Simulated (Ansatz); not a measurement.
How far PBE and r2SCAN part for GaSb, pressure 18 GPa

The parent structure is GaSb in the zinc blende structure (space group F-43m, No. 216; a = 6.214 Å).

(Cell as relaxed with PBE.)

Levels (all Ansatz, an electronic-structure program, PAW): PBE (420 eV, scalar-relativistic without spin-orbit coupling); r2SCAN (500 eV, no spin-orbit coupling).

Each level relaxes its own structure.

```
base                      PBE    r2SCAN
-------------------  --------  --------
volume per atom      29.99 Å³  28.83 Å³
lattice parameter a   6.214 Å   6.132 Å
band gap                 zero   0.41 eV
```

It is then changed as follows: a hydrostatic pressure of 18 GPa.

```csv
quantity,PBE,r2SCAN
gap character,"indirect, Γ → Γ–X (86 % along)",[?]
"hole mass (degenerate bands, along [100])","0.069, 0.20, 0.20 mₑ (at Γ)",[?]
shortest interatomic distance,2.491 Å,[?]
```

Problem. Given the PBE results, estimate those of r2SCAN.

Solution. 
- gap character, r2SCAN: indirect, Γ → Γ–X (79 % along)
- hole mass (degenerate bands, along [100]), r2SCAN: 0.087, 0.19, 0.19 mₑ (at Γ)
- shortest interatomic distance, r2SCAN: 2.478 Å

PBE's shortest interatomic distance lies 0.013 Å above r2SCAN's (0.5 %); the two agree on the gap character. Neither level is exact; r2SCAN is the comparison here, not a measurement.

With Sb present, leaving out spin-orbit coupling can change the band edges. Load acts through the strain it causes; cell and atoms are relaxed under it. Masses are band curvatures over ±0.01 Å⁻¹ around the edge. Whether these cells are dynamically stable was not tested. Tetrahedral semiconductors of this kind turn to denser phases somewhere between about 1 and 50 GPa; those were not computed, so compressed cells here can lie past the real transition. The final runs are not spin-polarised. The zero or small gap of GaSb can change with the level of theory.
